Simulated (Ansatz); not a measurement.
# Pt: element substitutions

The reference is Pt in the fcc (Cu type) structure (space group Fm-3m, No. 225; a = 3.9701 Å).

Each row replaces one element on all its sites; cell and atoms are relaxed.

Levels (all Ansatz, a quantum-chemistry and plane-wave program, PAW, earlier PAW set): PBE (420 eV, without spin-orbit coupling); PBEsol (420 eV, no spin-orbit coupling).

The base cell above is that of PBE; each level relaxes its own structures.

```
case     volume per atom, PBE  volume per atom, PBEsol
-------  --------------------  -----------------------
Pt → Pd              15.32 Å³                 14.55 Å³
Pt → Ag              17.86 Å³                 16.67 Å³
Pt → Ni              10.89 Å³                 10.38 Å³
```

PBE lies above PBEsol in every row, by 0.51 Å³ to 1.19 Å³. They put the cases in the same order.

The magnetic state is the one reached from the starting moments; the real material's order can differ, and small cells can't hold many antiferromagnetic ones. Stability against distortions was not tested. Spin-polarised in the final run: PBE Ni and PBEsol Ni; the other runs are not.
